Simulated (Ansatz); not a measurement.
The starting structures come from a database of crystals and need not be the phases stable at ambient conditions.

Tunnelling through a barrier is set by its complex band structure: the current falls as exp(−2κd) with the smallest κ.

Consider the following.

```
ZnO6P2
1.0
    4.96724     0.00000     0.00000
    1.91474     9.24360     0.00000
   -1.52625     4.62180     4.43071
Zn P O
2 4 12
Cartesian
  3.15655   9.24360   1.03643
  2.19918   4.62180   3.39428
  3.85287   7.27323   3.63460
  1.50286   6.59216   0.79611
  2.46023  11.21396   3.63460
  2.89550   2.65143   0.79611
  3.90700   7.85974   2.28031
  1.44873   6.00566   2.15040
  2.40610  10.62746   2.28031
  2.94963   3.23794   2.15040
  3.84719   5.78039   3.78046
  1.50854   8.08501   0.65025
  2.46591  12.70680   3.78046
  2.88982   1.15859   0.65025
  2.78551   5.99392   0.05662
  2.57022   7.87148   4.37409
  1.61285   3.24968   0.05662
  3.74288  10.61572   4.37409
```

Space group of this cell: C2/c. The cell is taken as given; by PBEsol its mean pressure is 3.7 GPa.

Transport runs along the normal of the first two printed cell vectors.

No gap correction and no spin-orbit coupling; mid-gap values are interpolated between computed energies.

Problem. Predict the band gap and the smallest decay constant κ at mid-gap from Ansatz (an electronic-structure program) with PBEsol.

Solution. Gap 5.01 eV on a 8×8×8 mesh; κ = 0.428 1/Å, at the zone centre.
